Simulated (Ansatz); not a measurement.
**BAs in the zinc blende structure (space group F-43m, No. 216)**

Space group F-43m (No. 216); a = b = c = 4.7322 Å, α = β = γ = 90.00°

| atom | site | symmetry | x | y | z |
|---|---|---|---|---|---|
| B | 4a | -43m | 0.0000 | 0.0000 | 0.0000 |
| As | 4d | -43m | 0.7500 | 0.7500 | 0.7500 |
(The calculation used a cell of 2 atoms; values per cell refer to that cell.)

Computed with Ansatz (an electronic-structure program), LDA, PAW, cutoff 420 eV, without spin-orbit coupling. Γ-centred 12×12×12 mesh, Fermi–Dirac width 0.05 eV.

```json
{
  "volume_per_atom": "13.25 Å³",
  "density": "5.37 g/cm³",
  "band_gap": "1.11 eV, indirect, Γ → Γ–X (82 % along)",
  "electron_mass": "1.3 mₑ along k, 0.22 mₑ across",
  "Hole mass (degenerate bands, along [100])": "0.23 mₑ",
  "Lowest conduction-band minima above the VBM": "a point along ⟨100⟩, about 1.1 Å⁻¹ from Γ 1.11 eV",
  "total_energy": "-2461.765 eV/atom (σ→0; compares only within this code and set-up)"
}
```

Effective masses come from finite differences of ±0.01 Å⁻¹. Along k means along the line from Γ to the band edge. No phonon test of stability was made.
